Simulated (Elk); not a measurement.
A self-consistent single point of YbAl3 (Pm-3m, 4 atoms in the cell) with Elk.

Method of the run: Elk 10.2.4 with LDA (PW92), all-electron FP-LAPW, Elk's shipped species files, APW+lo basis with extra local orbitals.

```xyz
4
Lattice="4.2921 0.0000 0.0000 0.0000 4.2921 0.0000 0.0000 0.0000 4.2921" Properties=species:S:1:pos:R:3 pbc="T T T"
Yb     0.0000     0.0000     0.0000
Al     0.0000     2.1460     2.1460
Al     2.1460     0.0000     2.1460
Al     2.1460     2.1460     0.0000
```

Reference input (self-consistent single point, DFT, LDA (PW92), all-electron FP-LAPW, Elk's shipped species files, APW+lo basis with extra local orbitals): xctype = 3; rgkmax = 7.5; stype = 0; swidth = 0.00499791 Ha; ngridk = 6 6 6; gmaxvr = 14 1/bohr; nxlo = 2; lorbcnd = true; lmaxi = 2. This run's input differs from it in these lines:

```diff
@@ -25,3 +25,3 @@
 swidth
-  0.00499791
+  0.0110248
```

Log, with long lists cut:

```
│ Self-consistent loop started │
│ Loop number : 1 │
 total energy                :     -14390.8747810
│ Loop number : 2 │
 total energy                :     -14558.2040746
RMS change in Kohn-Sham potential (target) :    1.712373231     (  0.1000000000E-05)
Absolute change in total energy (target)   :    167.3292936     (  0.1000000000E-03)
│ Loop number : 3 │
 total energy                :     -14739.8366331
RMS change in Kohn-Sham potential (target) :   0.3856161690     (  0.1000000000E-05)
Absolute change in total energy (target)   :    223.4648819     (  0.1000000000E-03)
│ Loop number : 4 │
   [... lines left out ...]
Absolute change in total energy (target)   :   0.6585043502E-03 (  0.1000000000E-03)
│ Loop number : 20 │
 total energy                :     -14793.1054021
RMS change in Kohn-Sham potential (target) :   0.1025697922E-06 (  0.1000000000E-05)
Absolute change in total energy (target)   :   0.2136310395E-03 (  0.1000000000E-03)
│ Loop number : 21 │
 total energy                :     -14793.1054172
RMS change in Kohn-Sham potential (target) :   0.2838905264E-07 (  0.1000000000E-05)
Absolute change in total energy (target)   :   0.6846456199E-04 (  0.1000000000E-03)
Convergence targets achieved

│ Loop number : 22 │

Energies :
 Fermi                       :     0.233022861747
 total energy                :     -14793.1054146

Density of states at Fermi energy :    70.59059864
 (states/Hartree/unit cell)

Estimated indirect band gap :   0.7522393104E-02
 from k-point      2 to k-point     10
Estimated direct band gap   :   0.2210928519E-01
 at k-point     12

Charges :
 core                        :    58.00000000
 valence                     :    51.00000000
 interstitial                :    6.890042504
 muffin-tins (core leakage)
  species :    1 (Yb)
   atom    1                 :    68.59129014     (  0.1098470207E-05)
  species :    2 (Al)
   atom    1                 :    11.17288912     (  0.4935527497E-03)
   atom    2                 :    11.17288912     (  0.4935527497E-03)
   atom    3                 :    11.17288912     (  0.4935527497E-03)
 total in muffin-tins        :    102.1099575
 total calculated charge     :    108.9681802
 total charge                :    109.0000000
 error                       :   0.3181983334E-01

│ Self-consistent loop stopped │
```

The run converged in 22 iterations. The count includes the last loop, which Elk runs after its targets are met. Against the reference run the total energy goes up by 14.2 meV/atom.

The starting cell comes from a database of computed structures (which also holds hypothetical and non-ambient phases and stackings), without a prior relaxation at this level. Spin-orbit coupling is off. Spin polarisation is off. Values depend on the basis (sphere radii, cutoffs, local orbitals), which need not be converged. The log's line on a gap gives a spacing of levels on this mesh, which the program prints for metals too.

Cost on one core of a shared machine: roughly 40 s.
